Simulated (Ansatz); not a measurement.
Start from MgZn$_{2}$ (space group P6_3/mmc, No. 194; a = 5.135 Å, c = 8.338 Å).

Method: plane-wave PAW DFT at the PBEsol level (Ansatz, a program for electronic structure, 420 eV), no SOC.

One change was made to it. Results:

```
quantity                             base       after
-----------------------------  ----------  ----------
density                        5.41 g/cm³  5.26 g/cm³
c/a ratio                           1.624       1.623
shortest interatomic distance    252.2 pm    254.7 pm
```

What was done to the base?
A. pressure −2 GPa
B. pressure 3 GPa
C. pressure −1 GPa

A, pressure −2 GPa. For comparison, the density in the other runs: pressure −1 GPa gives 5.34 g/cm³; pressure 3 GPa gives 5.62 g/cm³.

Load acts through the strain it causes; cell and atoms are relaxed under it. Whether these cells are dynamically stable was not tested.
